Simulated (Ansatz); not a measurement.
An Ansatz (a quantum-chemistry and plane-wave program) input (PBEsol in Ansatz (plane waves to 420 eV, PAW, no spin-orbit coupling)):

Ansatz 0.2 input:
```yaml
crystal:
  lattice:
    - [3.0715697864, 0, 0]
    - [0, 4.3438556497, 0]
    - [0, 0, 19.3438556497]
  atoms:
    - { symbol: Sc, position: [0.5, 0.75, 0.3877200149] }
    - { symbol: Co, position: [0, 0.25, 0.3877200149] }
    - { symbol: Sc, position: [0.5, 1.25, 0.5] }
    - { symbol: Co, position: [0, 0.75, 0.5] }
    - { symbol: Sc, position: [0.5, 1.75, 0.6122799851] }
    - { symbol: Co, position: [0, 1.25, 0.6122799851] }
basis: { ecutwfc: 420, ecutrho_ratio: 4, xc_grid: 2, fft_grid_basis: typed }
kpoints: { mp_grid: { grid: [15, 11, 1] } }
hamiltonian:
  xc: pbesol
  dispersion: none
  pseudopotentials: { kind: paw }
scf: { occupations: { method: fermi_dirac, width: 0.05 }, convergence: { dr2_threshold: 0.0000000006 } }
relax: { f_tol: 0.01, max_steps: 50 }
output: { forces: true, stress: true }
checkpoint: { write: state.ck, write_every: 1000 }
```

Question: Which symmetry and how many k-points will the program report, and about how many plane waves at Γ?

Answer: Space group Pmmm (ITA 47) with 8 operations, k-points 48 of 165, and 5029 plane waves at Γ.

No phonon test of stability was made. The final runs are not spin-polarised. The cell was made from ScCo in the CsCl type structure (space group Pm-3m, No. 221; non-magnetic) by this change: a free-standing slab of 3 layers (6 atoms, 2 a layer) is cut normal to [110], with 15 Å of vacuum and the in-plane cell held at bulk.
